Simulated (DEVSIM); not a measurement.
Structure: abrupt Si n-p junction, at 350 K.

Layer 1 from the left is Si, thickness (μm) 0.370, Nd (cm⁻³) 5.7e16, τn (s) 6.1e-5, τp (s) 6.1e-5. Layer 2 from the left is Si, thickness (μm) 9.00, Na (cm⁻³) 1.3e17, τn (s) 6.1e-5, τp (s) 6.1e-5.

Left contact: ohmic. Right contact: ohmic. Voltage is applied to the left contact. Recombination: SRH at mid-gap, radiative. Mobility is constant in doping.

Constants are typed, rounded textbook-type inputs, not results; the design itself was drawn at random and stands for no fabricated device. Values at 300 K; Nc and Nv go as T^1.5, mobilities as T to minus their exponent, the gap by Varshni's rule with the affinity fixed.

Si: gap (eV) 1.124, affinity (eV) 4.05, permittivity 11.7, Nc (cm⁻³) 2.86e19, Nv (cm⁻³) 3.1e19, μn (cm²/Vs) 1417, μp (cm²/Vs) 470, T exponent of μn 2.3, T exponent of μp 2.2, B (cm³/s) 4.7e-15, Varshni α (eV/K) 0.000473, Varshni β (K) 636.

DEVSIM, 1D drift-diffusion, Boltzmann statistics, complete ionisation; no tunnelling, impact ionisation, image-force lowering or self-heating.

**Question.** What does the simulation give for the dark forward voltage at 1 A/cm², the potential step across the device at zero bias, the dark forward voltage at 100 A/cm², the largest field in the device at zero bias?

**Answer.** dark forward voltage at 1 A/cm² 0.477 V; potential step across the device at zero bias 0.744 V; dark forward voltage at 100 A/cm² 0.632 V; largest field in the device at zero bias 92000 V/cm.
